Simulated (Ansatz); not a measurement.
Adsorption energy and surface dipole of H on the 1x1 (0001) surface of hcp Co, ferromagnetic, one in a 2x2 cell, started at the site 'hollow Co-Co-Co over Co at depth 2.0 Å', worked from the runs' numbers; total energies count from the potentials' own zero.

Calculation: PBE (plane waves to 420 eV, PAW; Ansatz, an electronic-structure program).

Slab: 17 atoms, 6.0 Å thick at the start under the adsorbate (thin: gaps and levels are the slab's own); k 7x7x1, smearing 0.1 eV, dipole-corrected; 8 atoms held, the rest relaxed; start symmetry kept, larger cells not searched; spin-polarised, no spin-orbit, no U, no dispersion correction. At the end it is bonded to 3 Co. In PBE it is, or lies within 0.03 eV of, the lowest of the starts that converged.

```csv
quantity,value
slab with the adsorbate,-82029.083 eV
"clean slab, same cell and mesh",-82012.697 eV
"reference, ½ H2(g)",-15.872 eV
area of the cell,21.53 Å²
change of the step from the bottom to the top vacuum level,-0.033 eV
```

Task: What is the adsorption energy against this reference?

Result: E(slab + adsorbate) − E(slab) − E(reference) = -0.51 eV, so in this state the adsorbate is more stable than in the reference, at a coverage of 4.65 a nm².
